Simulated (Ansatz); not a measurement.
Band structure of HfC (Fm-3m, 2 atoms in the cell).

```
HfC
1.0
    0.00000     2.32000     2.32000
    2.32000     0.00000     2.32000
    2.32000     2.32000     0.00000
Hf C
1 1
Direct
  0.00000   0.00000   0.00000
  0.50000   0.50000   0.50000
```

Method: PBE (plane waves, PAW; Ansatz, a first-principles code).

Settings: basis.ecutwfc = 30.9 Ry; kpoints.mp_grid.grid = 10 10 10; hamiltonian.xc = pbe; hamiltonian.pseudopotentials = {kind: paw} (the program's default PAW files); scf.occupations.method = fermi_dirac; scf.occupations.width = 0.0073 Ry; kpoints.band_path.npoints = 8.

The starting cell has typed, rounded lattice constants, without a prior relaxation at this level. Spin-orbit coupling is off.

Levels in eV from the Fermi level, bands 12 to 18:
```
point      12     13     14     15     16    17    18
-----  ------  -----  -----  -----  -----  ----  ----
Γ      -10.99   1.03   1.03   1.03   1.35  1.35  1.35
X      -10.49  -2.63  -1.83  -0.09  -0.09  5.30  6.74
W       -9.64  -3.02  -2.75  -2.75   3.67  3.67  6.76
K       -9.73  -3.55  -2.77  -1.67   1.57  5.78  6.17
L       -8.46  -6.21  -3.06  -3.06   5.31  5.31  5.77
U       -9.73  -3.55  -2.77  -1.67   1.57  5.78  6.17
```

Bands cross the Fermi level along this path, so the cell is metallic at this level.

Keys are those of Ansatz 0.2.
